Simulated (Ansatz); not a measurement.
System: interstitial O in fcc Al (neutral cell). Level of theory: PBE, PAW (plane waves to 420 eV; Ansatz, a program for electronic structure).

32-site cell at the relaxed PBE lattice, a 3×3×3 k-point mesh shifted by half a step, smearing 0.10 eV, spin-restricted, no finite-size correction. No zero-point or tunnelling terms. Sites that were not tried may lie lower.

Barriers: single points on a 5×5×5 k-point mesh shifted by half a step at the bands' geometries.

Relaxed starting cell (atoms counted from 1):

```
Al32O
1.0
    8.08392     0.00000     0.00000
    0.00000     8.08392     0.00000
    0.00000     0.00000     8.08392
Al O
32 1
Cartesian
 -0.02051  -0.01092  -0.01753
 -0.03477  -0.02522   4.05055
 -0.03480   4.05697  -0.03178
 -0.01498   4.04402   4.03748
  4.04750  -0.02516  -0.03170
  4.03463  -0.00532   4.03758
  4.03445   4.04396  -0.01198
  4.11476   4.12435   4.11770
 -0.01487   2.01909   2.01260
 -0.03465   2.00635   6.08181
 -0.03456   6.08842   1.99989
 -0.02044   6.07415   6.06757
  4.11483   1.93889   1.93243
  4.03462   2.01934   6.06186
  4.03458   6.06854   2.01279
  4.04763   6.08835   6.08181
  2.00967  -0.00520   2.01263
  1.99681  -0.02512   6.08183
  1.92954   4.12413   1.93256
  2.00971   4.04418   6.06187
  6.07880  -0.02507   1.99982
  6.06456  -0.01083   6.06760
  6.05887   4.04408   2.01272
  6.07872   4.05714   6.08173
  2.00971   2.01917  -0.01193
  1.92940   1.93887   4.11783
  1.99686   6.08844  -0.03159
  2.00980   6.06860   4.03758
  6.07880   2.00634  -0.03164
  6.05893   2.01936   4.03752
  6.06452   6.07412  -0.01737
  6.07883   6.08838   4.05064
  3.02240   3.03193   3.02543
```

End state 1 differs by these moves (Å; atoms that move under 0.08 Å are left out):

| atom | element | Δx | Δy | Δz |
|---|---|---|---|---|
| 7 | Al | 0.08 | 0.08 | -0.07 |
| 8 | Al | -0.08 | -0.08 | -0.07 |
| 13 | Al | 0.00 | 0.00 | 0.17 |
| 19 | Al | 0.00 | 0.00 | 0.17 |
| 25 | Al | -0.08 | -0.08 | -0.07 |
| 26 | Al | 0.08 | 0.08 | -0.07 |
| 33 | O | 0.00 | 0.00 | -2.02 |

Predict the forward and backward barriers to end state 1 from PBE, PAW.

forward 0.98 eV, backward 0.98 eV; at the saddle point atom 33 has neighbours 2 Al at 1.83, 2 Al at 2.11 Å. The saddle point's order was not checked, and it lies on a symmetry element of the cell, where a band can be held.
